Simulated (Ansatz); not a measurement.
Base system: CdTe in the zinc blende structure (space group F-43m, No. 216; a = 6.4892 Å).

Modification: full substitution Te → Se; the structure is relaxed again.

Levels (all Ansatz, an electronic-structure program, PAW): PBEsol (420 eV, spin-orbit coupling left out); r2SCAN (500 eV, no spin-orbit coupling); HSE06 (420 eV, no spin-orbit coupling).

One geometry, relaxed with PBEsol, under each level:

Notes on the quantities. hole mass: degenerate bands, along [100].

```tsv
level	band gap	lowest conduction level above the VBM at special points	electron mass	hole mass	pressure
PBEsol	0.48 eV	Γ 0.48 eV; L 2.29 eV; X 3.01 eV; U 3.61 eV	0.049 mₑ (at Γ)	0.050, 0.66, 0.66 mₑ (at Γ)	0.00 GPa
r2SCAN	1.10 eV	Γ 1.10 eV; L 2.88 eV; X 3.47 eV; U 4.11 eV	0.096 mₑ (at Γ)	0.10, 0.67, 0.67 mₑ (at Γ)	1.39 GPa
HSE06	___	___	–	–	–
```

### Question
Give the withheld HSE06 results.

### Answer

- HSE06, band gap: 1.55 eV
- HSE06, lowest conduction level above the VBM at special points: Γ 1.55 eV; L 3.38 eV; X 3.95 eV

Single points use the geometry relaxed with PBEsol. Their cutoffs differ, which shifts pressures a little. Masses are band curvatures over ±0.01 Å⁻¹ around the edge. Whether these cells are dynamically stable was not tested.
